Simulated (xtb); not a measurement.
xtb 6.7.1, GFN2-xTB: CSc1cccc(-c2cccc(-c3cccc(C(F)(F)F)c3)c2)c1, 39 atoms. The geometry is a generated start, not checked to be a minimum at this level.

- method = GFN2-xTB
- --acc = 1 (default)
- --etemp (K) = 300 (default)
- detailed input (--input) = none: ANC optimiser, Lindh (1995) Hessian, microcycle=20, maxdispl=1.0, hlow=0.01 (default)
- basis functions = 117
- valence electrons = 122

The structure is relaxed from this start with --opt LEVEL for the levels crude, sloppy, loose, lax, normal, tight, vtight, extreme, once each. Up to the end of the extreme run atoms move by at most 2.0 Å along an axis.

Q: Choose the cheapest level whose final energy lies within 20 meV of that of extreme.

A: loose: 37 cycles against 94, ending 7.9 meV above.

```csv
level,cycles,energy above the extreme run (meV),gradient norm (eV/Å)
crude,4,82,0.18
sloppy,6,76,0.19
loose,37,7.9,0.14
lax,44,1.6,0.060
normal,46,1.3,0.033
tight,59,0.56,0.0038
vtight,68,0.34,0.0028
extreme,94,—,0.0025
```
